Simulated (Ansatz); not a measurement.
MgS: pressure series

The parent structure is MgS in the rock salt structure (space group Fm-3m, No. 225; a = 5.1820 Å).

Cell and atoms are relaxed at each pressure.

Method: PBEsol in Ansatz (plane waves to 420 eV, PAW, no SOC).

| P (GPa) | V (Å³/atom) |
|---|---|
| -2.00 | 17.870 |
| -1.00 | 17.623 |
| 0.30 | 17.328 |
| 0.70 | 17.241 |
| 1.50 | 17.075 |
| 3.01 | 16.783 |
| 5.01 | 16.429 |
| 7.51 | 16.033 |
| 10.01 | 15.679 |

Problem. Fit a third-order Birch–Murnaghan equation of state.

Solution. Least squares on P(V) = (3B₀/2)[(V₀/V)^(7/3) − (V₀/V)^(5/3)]·[1 + (3/4)(B₀′ − 4)((V₀/V)^(2/3) − 1)] gives V₀ = 17.39 Å³/atom, B₀ = 78 GPa and B₀′ = 4.1.

Measured bulk modulus of MgS: 81 GPa (static lattice; corrected from measurement; as listed in Tamar Goldzak et al., The Journal of Chemical Physics (2022)); the computed value is 4 % below it.

Between the base and pressure 7.5 GPa the gap moves from 2.73 eV to 2.88 eV, a mean slope of 21 meV/GPa.

Load acts through the strain it causes; cell and atoms are relaxed under it. No phonon test of stability was made. Competing high-pressure phases were not computed.

Ansatz is an electronic-structure program.
